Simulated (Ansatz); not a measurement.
Levels about the gap of amorphous Si16Ba8O40 (64 atoms in a cell of 1066 Å³, 3.41 g/cm³; zone centre alone, so wide bands show as single levels with stretches between that a denser mesh fills), at the geometry that PBE relaxed, where it gives 0.0 GPa on a denser mesh. Exact exchange is cut at the faces of this small cell, which leaves a finite-size error. The participation number counts the atoms over which a state spreads; weights are charges in smoothed Voronoi cells. The levels come from a single point, so bond lengths are those of that geometry. Method of the levels: HSE06, scalar-relativistic without spin-orbit coupling (Ansatz, a first-principles code). Sampling: the zone centre alone; Fermi-Dirac width 0.02 eV; no spin polarisation. At PBE the levels at the filled edge of the gap are localised (band-tail or defect states), and the nearest spread-out levels lie 4.7 eV apart at the zone centre.

Preparation: random packing, a CHGNet melt and quench, and a DFT relaxation. O atoms were pushed apart under 1.9 Å during the dynamics, to hinder bonds among them. The hot cell started wider than the set density and was brought back towards it in steps. It is the lowest in DFT energy of 2 quenches. It is a model cell: composition and starting density were chosen by hand, and all elements were melted together. No dispersion term was used. Its density started from a set value of 3.58 and ended at 3.41 g/cm³. Cooling (nominally 300 K/ps over its main leg) ran many orders faster than in experiment, which tends to leave more defects and strain. A cell of this size samples the disorder only roughly. Volume and shape were free in the relaxation.

```tsv
E - E(highest filled), eV	filling	participation number	largest on	weight O	weight Ba	weight Si
-0.37	filled	8.5	O, 3 neighbours	0.93	0.04	0.03
-0.31	filled	6.6	O, 3 neighbours	0.94	0.02	0.04
-0.28	filled	3.9	O, 3 neighbours	0.93	0.03	0.04
-0.19	filled	3.3	O, 2 neighbours	0.94	0.02	0.04
-0.17	filled	3.4	O, 2 neighbours	0.92	0.04	0.05
-0.13	filled	8.3	O, 3 neighbours	0.94	0.03	0.03
0.00	filled	3.5	O, 3 neighbours	0.96	0.02	0.03
5.41	empty	32.6	Ba, 5 neighbours	0.63	0.27	0.10
6.44	empty	14.9	Ba, 5 neighbours	0.50	0.44	0.06
6.82	empty	12.1	Ba, 5 neighbours	0.49	0.47	0.04
6.92	empty	17.0	Ba, 5 neighbours	0.52	0.41	0.08
7.07	empty	11.7	Ba, 7 neighbours	0.43	0.52	0.05
7.10	empty	15.2	Ba, 5 neighbours	0.46	0.49	0.04
7.23	empty	22.4	Ba, 8 neighbours	0.51	0.39	0.11
```

Most localised among these is the filled level at -0.19 eV, on a O atom, which has 2 neighbours (Si 1.58 Å, Ba 2.51 Å).
